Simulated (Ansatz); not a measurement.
Take an 8-atom supercell of InP in the zinc blende structure (space group F-43m, No. 216; a = 5.907 Å) at its relaxed geometry as the base.

The values are results of r2SCAN (Ansatz, a program for electronic structure, PAW, without spin-orbit coupling), not measurements.

For the base:

The pressure comes out as 0.0 GPa.

One thing is altered: a neutral In interstitial (started 2.41 Å from the nearest host atom), atoms relaxed at fixed cell, starting from a slightly rattled geometry.

Task: What does the calculation give for the final site of the added atom after the change?

Result: The final site of the added atom amounts to 4 P at 2.66 Å and 6 In at 2.95 Å.

Task: How does this affect the pressure?

Result: The pressure goes from zero to 12.3 GPa.

Task: What happens to the largest displacement of a host atom from its site in the perfect cell?

Result: The largest displacement of a host atom from its site in the perfect cell is 0.11 Å.

Other magnetic orders, which the real material may have, were not ruled out. In so small a cell the defect repeats every few ångströms: this is an ordered compound, not a dilute defect. A case with no gap was solved on a k-mesh chosen for an insulator, which is coarse for it. Seeded moments were not kept for In interstitial (started 2.41 Å from the nearest host atom). The defect cell is spin-polarised and ends with 0.0 μB.
